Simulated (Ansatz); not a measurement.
## Silicene (the free-standing sheet is a model)

Calculation: PBE (plane waves to 420 eV, PAW; Ansatz, an electronic-structure program).

Model: 2-atom slab, 12x12x1 mesh, Fermi-Dirac 0.05 eV, dipole correction, all atoms relaxed; start symmetry kept, larger cells not searched; no spin, no spin-orbit, no U.

```
Item                                                    Value
-----------------------------  ------------------------------
work function of the top face                         4.60 eV
energy released by relaxation                        0.000 eV
cost                           around 60 core-seconds (rough)
```
